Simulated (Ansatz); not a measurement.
Start from CdSe in the zinc blende structure (space group F-43m, No. 216).

```yaml
crystal:
  lattice:
    - [0.00000, 3.06658, 3.06658]
    - [3.06658, 0.00000, 3.06658]
    - [3.06658, 3.06658, 0.00000]
  atoms:
    - { symbol: Cd, position: [0.00000, 0.00000, 0.00000] }
    - { symbol: Se, position: [0.25000, 0.25000, 0.25000] }
```

Cartesian axes are those of the cell as printed.

Method: r2SCAN (Ansatz, a program for electronic structure), scalar-relativistic without spin-orbit coupling.

For the base:

Valence-band top at Γ: 0.00, 0.00, 0.00 eV
Pressure: 0.01 GPa

Perturbation: biaxial strain +0.42 %, plane normal [111], relaxed out of plane (Cartesian); in-plane vectors clamped, the third vector and the atoms free.

### Question
What happens to the out-of-plane strain?

### Answer
The out-of-plane strain amounts to -0.36 %.

### Question
What does the calculation give for the valence-band top at Γ after the change?

### Answer
The valence-band top at Γ (three highest levels, from the VBM) becomes 0.00, -0.03, -0.03 eV (base: 0.00, 0.00, 0.00 eV).

### Question
Estimate the effect on the pressure.

### Answer
The pressure (mean of the normal stresses, compression positive) shrinks by 0.24 GPa (0.01 GPa → -0.23 GPa).

The levels and masses belong to the bands next to the band gap. Whether these cells are dynamically stable was not tested.
